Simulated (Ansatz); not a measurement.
Band structure of Y₂Ge₃ (P-6m2, 5 atoms in the cell).

```
CELL_PARAMETERS angstrom
      4.39243     0.00000     0.00000
     -2.19622     3.80396     0.00000
      0.00000     0.00000     7.10729
ATOMIC_POSITIONS crystal
  Y  0.00000 0.00000 0.72993
  Y  0.00000 0.00000 0.27007
  Ge 0.33333 0.66667 0.00000
  Ge 0.66667 0.33333 0.50000
  Ge 0.66667 0.33333 0.00000
```

Level of theory: PBEsol, PAW files made with PBE (plane waves; Ansatz, a program for electronic structure).

Settings: kpoints.mp_grid.grid = 7 7 4; hamiltonian.xc = pbesol; hamiltonian.pseudopotentials = {kind: paw} (the program's default PAW files); scf.occupations.method = fermi_dirac; scf.occupations.width = 0.0073 Ry; kpoints.band_path.npoints = 8.

The starting cell comes from a database of computed structures (which also holds hypothetical and non-ambient phases and stackings), without a prior relaxation at this level.

Levels in eV from the Fermi level, bands 29 to 36:
```json
[
 {"point": "Γ", "29": "-2.65", "30": "-0.54", "31": "-0.54", "32": "-0.10", "33": "0.74", "34": "0.74", "35": "1.09", "36": "1.54"},
 {"point": "M", "29": "-2.36", "30": "-1.80", "31": "-1.55", "32": "-0.47", "33": "1.35", "34": "1.74", "35": "2.76", "36": "3.05"},
 {"point": "K", "29": "-1.95", "30": "-1.57", "31": "-1.00", "32": "1.04", "33": "1.36", "34": "1.48", "35": "1.73", "36": "2.35"},
 {"point": "A", "29": "-2.55", "30": "-1.73", "31": "-0.49", "32": "-0.49", "33": "0.13", "34": "0.13", "35": "1.59", "36": "1.71"},
 {"point": "L", "29": "-1.98", "30": "-1.68", "31": "-0.54", "32": "-0.44", "33": "-0.41", "34": "2.19", "35": "2.20", "36": "2.90"},
 {"point": "H", "29": "-1.53", "30": "-1.53", "31": "-1.34", "32": "-0.91", "33": "1.08", "34": "2.23", "35": "2.36", "36": "2.47"}
]
```

Bands cross the Fermi level along this path, so the cell is metallic at this level.

Keys are those of Ansatz 0.2.
